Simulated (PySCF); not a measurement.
PySCF 2.14.0, unrestricted R2SCAN/def2-tzvp, df: B(Me)3 anion (CB(C)C), charge -1, multiplicity 2, 13 atoms. The geometry is a generated start, not checked to be a minimum at this level.

```
Item                           Value
-------------------  ---------------
task                          energy
method                        r2scan
basis                      def2-tzvp
two-electron scheme  density fitting
mol.max_memory               3000 MB
mf.max_cycle                     100
mf.conv_tol          1e-09 (default)
mf.grids.level           3 (default)
basis functions                  178
grid points                   144672
```

```xyz
13

B      0.0000     0.0049     0.0063
C      1.5178    -0.1484    -0.3964
H      1.8994    -1.1491    -0.2011
H      2.1160     0.5239     0.2204
H      1.7315     0.0992    -1.4336
C     -0.5356    -0.6552     1.3361
H     -1.1581    -1.5135     1.0803
H     -1.1782     0.0182     1.9004
H      0.2455    -1.0144     2.0017
C     -0.9827     0.8084    -0.9311
H     -1.9741     0.9658    -0.5126
H     -1.1086     0.2778    -1.8753
H     -0.5730     1.7825    -1.1950
```

Charge -1 and multiplicity 2 are set for this test and not shown to be the ground state.

With the defaults (mf.DIIS = CDIIS, mf.level_shift = 0, mf.diis = true, newton = off, mf.diis_space = 8, mf.diis_damp = 0, mf.init_guess = minao) it converges in 16 Fock builds. One run each on 2 threads, 1 BLAS thread, with these changes:
- mf.diis_space = 5
- mf.DIIS = EDIIS
- mf.level_shift = 1 Hartree
- mf.level_shift = 0.3 Hartree
- mf.diis_damp = 0.3
- mf.init_guess = mod_huckel
- newton = Hessian by the SCF's own integrals
- mf.diis = false
- mf.diis_space = 3

Problem. Name the settings that don't reach the solution of the defaults.

Solution. No convergence: mf.DIIS = EDIIS; mf.level_shift = 1 Hartree; mf.diis = false (the run ends without SCF convergence in 100 cycles). The rest reach the solution of the defaults.

| setting | Fock builds | end |
|---|---|---|
| the defaults | 16 | same solution |
| mf.diis_damp = 0.3 | 17 | same solution |
| mf.init_guess = mod_huckel | 17 | same solution |
| mf.diis_space = 5 | 18 | same solution |
| mf.diis_space = 3 | 22 | same solution |
| newton = Hessian by the SCF's own integrals | 53 | same solution |
| mf.level_shift = 0.3 Hartree | 83 | same solution |
| mf.DIIS = EDIIS | 101 | no convergence |
| mf.level_shift = 1 Hartree | 101 | no convergence |
| mf.diis = false | 101 | no convergence |

Under newton the count holds the products with the orbital Hessian.
